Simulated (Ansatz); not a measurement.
Take GaSb in the zinc blende structure (space group F-43m, No. 216; a = 6.1335 Å) as the base. Axes: x, y, z lie along the cube axes.

The values are results of DFT with r2SCAN, PAW potentials and a 500 eV plane-wave cutoff in Ansatz (an electronic-structure program), no spin-orbit coupling, earlier PAW set, not measurements.

For the base:

| Property | Value |
|---|---|
| Shortest interatomic distance | 2.656 Å |

Perturbation: tensile biaxial strain of 4.88 % in the plane normal to [001], as in epitaxy on a mismatched substrate; the out-of-plane cell vector and the atoms relax.

Task: What happens to the ratio −ε⊥/ε∥?

Result: The ratio −ε⊥/ε∥ is 0.88.

Task: What does the calculation give for the shortest interatomic distance after the change?

Result: The shortest interatomic distance rises by 0.051 Å to 2.707 Å.

Whether these cells are dynamically stable was not tested.
